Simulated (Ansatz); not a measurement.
**Point defect Be interstitial in metastable zinc-blende AlN**

Computed with PBE, PAW (plane waves to 420 eV; Ansatz, a first-principles code). The supercell holds 64 host sites (2×2×2 repeats of the unit cell), with a 2×2×2 shifted k-point sampling for the final energies. Site at the start: void with 4N nearest. Energies of charged states are corrected for periodic images (point charge plus alignment at distant sites). Dielectric constants: PBE linear response of the host. Host gap at this level: 3.31 eV. These values are not converged in cell size to better than tenths of an eV. Levels are measured in PBE's own, too narrow, gap. Spin–orbit coupling is left out. Each state is the lowest found from its start.

Formation energies E_f are given with the Fermi level at the valence-band maximum. Chemical conditions: N-rich (Δμ(Be) = -1.71 eV, bounded by Be3N2 (P6_3/mmc); only phases computed here count, gases as isolated molecules at 0 K). Reference phases: Be: hcp Be.

The name describes the start; the neighbours show where the added atom ended.

| charge | moment (μB) | largest move off a lattice site (Å) | neighbours of the added atom at the end (Å) | image correction with alignment (eV) | E_f, N-rich (eV) |
|---|---|---|---|---|---|
| +2 | not spin-polarised | 0.14 | N 1.77, N 1.77, N 1.77, N 1.77 | 1.21 | -0.68 |
| +1* | 1.0 | 0.15 | N 1.77, N 1.77, N 1.77, N 1.77 | – | – |
| 0* | not spin-polarised | 0.16 | N 1.77, N 1.77, N 1.77, N 1.77 | – | – |

* At this level the carrier isn't localised at the defect: at charge +1 electrons occupy the conduction band; at charge 0 electrons occupy the conduction band. Such a state is shallow or no state of the defect, and this cell gives it no level.

No other site or start that was run ended lower by more than 0.1 eV.

Flagged in the runs: a doubtful potential alignment.
